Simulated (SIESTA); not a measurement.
Worked example: self-consistent single point of BeB₂ (P6/mmm, 3 atoms in the cell) in SIESTA.

Computed with GGA PBEsol, numerical atomic orbitals DZP, PseudoDojo PBEsol standard norm-conserving potentials (rewritten from UPF to PSML) in SIESTA 5.4.2.

The change in words: lattice scaled by 0.98. Reference geometry:
```xyz
3
Lattice="2.9297 0.0000 0.0000 -1.4648 2.5372 0.0000 0.0000 0.0000 2.8773" Properties=species:S:1:pos:R:3 pbc="T T T"
Be     0.0000     0.0000     0.0000
B      0.0000     1.6915     1.4387
B      1.4648     0.8457     1.4387
```

Reference input (self-consistent single point, DFT, GGA PBEsol, numerical atomic orbitals DZP, PseudoDojo PBEsol standard norm-conserving potentials (rewritten from UPF to PSML)): XC.functional = GGA; XC.authors = PBEsol; potentials = PseudoDojo PBEsol standard; PAO.BasisSize = DZP; PAO.EnergyShift = 0.01 Ry; MeshCutoff = 350 Ry; kgrid.MonkhorstPack = 13 13 11; OccupationFunction = FD; ElectronicTemperature = 136 meV; PAO.Polarization.NonPerturbative = true; MaxSCFIterations = 150; SCF.Mixer.Method = Pulay. This run's input differs from it in these lines:

```diff
@@ -12,5 +12,5 @@
 %block LatticeVectors
-     2.929690000    0.000000000    0.000000000
-    -1.464845000    2.537186000    0.000000000
-     0.000000000    0.000000000    2.877330000
+     2.871096000    0.000000000    0.000000000
+    -1.435548000    2.486442000    0.000000000
+     0.000000000    0.000000000    2.819783000
 %endblock LatticeVectors
@@ -19,4 +19,4 @@
      0.000000000    0.000000000    0.000000000  1
-    -0.000002768    3.196392710    2.718682835  2
-     2.768158633    1.598193958    2.718682835  2
+    -0.000002713    3.132464503    2.664308800  2
+     2.712795272    1.566229902    2.664308800  2
 %endblock AtomicCoordinatesAndAtomicSpecies
```

Output (repeated stretches shortened):

```
        iscf     Eharris(eV)        E_KS(eV)     FreeEng(eV)     dDmax    Ef(eV) dHmax(eV)
   scf:    1     -514.672029     -536.406435     -536.431979  1.593491-10.088648  0.767595
   scf:    2     -536.479321     -536.444746     -536.472136  0.015283-10.039996  0.538119
   scf:    3     -536.487262     -536.472495     -536.502319  0.026163 -9.956608  0.522624
   scf:    4     -536.473746     -536.473277     -536.503163  0.012021 -9.970721  0.028955
   scf:    5     -536.473093     -536.473235     -536.503252  0.002803 -9.962498  0.025160
   scf:    6     -536.473354     -536.473299     -536.503274  0.000880 -9.964118  0.000654
   scf:    7     -536.473297     -536.473298     -536.503274  0.000092 -9.964384  0.003188
   scf:    8     -536.473295     -536.473297     -536.503274  0.000087 -9.964131  0.000012
SCF Convergence by DM+H criterion
max |DM_out - DM_in|         :     0.0000872570
max |H_out - H_in|      (eV) :     0.0000119084
SCF cycle converged after 8 iterations

Using DM_out to compute the final energy and forces

siesta: E_KS(eV) =             -536.4733

siesta: E_KS - E_eggbox =      -536.4733

siesta: Atomic forces (eV/Ang):
     1   -0.000000   -0.000000    0.000000
     2   -0.000010    0.000005   -0.000000
     3    0.000010   -0.000005   -0.000000
   Tot    0.000000    0.000000    0.000000
   Max    0.000010
   Res    0.000005    sqrt( Sum f_i^2 / 3N )
   Max    0.000010    constrained

Stress tensor Voigt[x,y,z,yz,xz,xy] (kbar):     -180.46     -179.93      -66.47        0.00        0.00        0.46
(Free)E + p*V (eV/cell)     -534.7155
Target enthalpy (eV/cell)     -536.5033

   [... lines left out ...]
siesta: FreeEng =      -536.503274
   [... lines left out ...]
siesta:    -0.112637    0.000288   -0.000000
siesta:     0.000288   -0.112304   -0.000000
siesta:     0.000000    0.000000   -0.041488

siesta: Cell volume =         20.129905 Ang**3

siesta: Pressure (static):
siesta:                Solid            Molecule  Units
siesta:           0.00096726          0.00096726  Ry/Bohr**3
siesta:           0.08880984          0.08880954  eV/Ang**3
siesta:         142.28905568        142.28857322  kBar
```

The run converged in 8 iterations. Against the reference run the free energy goes up by 17.8 meV/atom and the pressure goes from 0.59 to 14.23 GPa.

The starting cell comes from a database of computed structures (which also holds hypothetical and non-ambient phases and stackings), without a prior relaxation at this level. For this run, on top of that: lattice scaled by 0.98. Values carry the incompleteness of an atom-centred basis. With a pressure of about 14 GPa the cell is away from its equilibrium volume at this level.

Cost on one core of a shared machine: roughly 70 s.
